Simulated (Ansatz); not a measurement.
GaP (F-43m), HSE06 with spin-orbit coupling, rigid bands in Ansatz (a quantum-chemistry and plane-wave program): N_v = 2.10e19 cm⁻³ at 300 K and a hole conductivity mass of 0.478 mₑ.

Task: For 1e17 holes per cm³ at 300 K, place the Fermi level, estimate the Seebeck coefficient of a parabolic band with constant τ, and give mobility and conductivity for τ = 20 fs.

Result: The level lies k_BT ln(N_v/p) = 0.138 eV above the valence-band maximum. S ≈ +(k_B/e)[ln(N_v/p) + 5/2] = 676 μV/K, against 701 μV/K from the full bands (mean over directions). μ = eτ/m = 73.6 cm²/(V·s) and σ = peμ = 1.18 S/cm. τ is assumed, not computed.

Band transport and this doping are assumed; polarons and phonon drag are left out. Geometry: cell and atoms relaxed with PBEsol.
